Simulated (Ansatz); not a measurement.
The starting structures come from a database of crystals and need not be the phases stable at ambient conditions.

The decay constant κ of evanescent states in the gap governs leakage through a thin film.

Here is the system:

```xyz
14
Lattice="3.8409 0.0000 0.0000 0.0000 13.0373 0.0000 0.0000 0.0000 3.8742" Properties=species:S:1:pos:R:3 pbc="T T T"
Ta     0.0000    11.1365     0.0880
Ta     0.0000     1.9008     0.0880
Ta     1.9204     8.4195     3.7862
Ta     1.9204     4.6178     3.7862
O      1.9204    10.6224     0.0080
O      1.9204     2.4149     0.0080
O      0.0000     8.9336     3.8662
O      0.0000     4.1038     3.8662
O      0.0000     1.9416     1.9667
O      0.0000    11.0957     1.9667
O      1.9204     4.5770     1.9074
O      1.9204     8.4603     1.9074
O      1.9204     6.5187     3.8548
O      0.0000     0.0000     0.0194
```

Space group of this cell: Pmmn. The cell is taken as given; by r2SCAN its mean pressure is -1.0 GPa.

Transport runs along the normal of the first two printed cell vectors.

The gap is the functional's own, uncorrected, and κ follows it; spin-orbit coupling is left out. Mid-gap values are interpolated between the computed energies.

State the band gap and the smallest decay constant κ at mid-gap according to r2SCAN run with Ansatz (a quantum-chemistry and plane-wave program).

Gap 2.79 eV on a 8×4×8 mesh; κ = 0.257 1/Å, at the zone centre.
